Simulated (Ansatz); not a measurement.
Base system: Na in the bcc (W type) structure (space group Im-3m, No. 229; a = 4.173 Å; relaxed with 0.1 eV smearing). Axes: x, y, z lie along the cube axes.

The values are results of PBEsol (Ansatz, a first-principles code), no SOC, not measurements.

Before the change:

- Shortest interatomic distance: 3.614 Å

The change: the cell is stretched by 3.00 % along z with no lateral relaxation; the atoms relax in the strained cell.

Q: Predict the new shortest interatomic distance.

A: The shortest interatomic distance increases by 0.037 Å, from 3.614 Å to 3.651 Å.

Q: What happens to the stress?

A: The stress (xx, yy, zz, yz, xz, xy; compression positive) comes out as (-0.2, -0.2, -0.2, 0.0, 0.0, 0.0) GPa.

Whether these cells are dynamically stable was not tested.
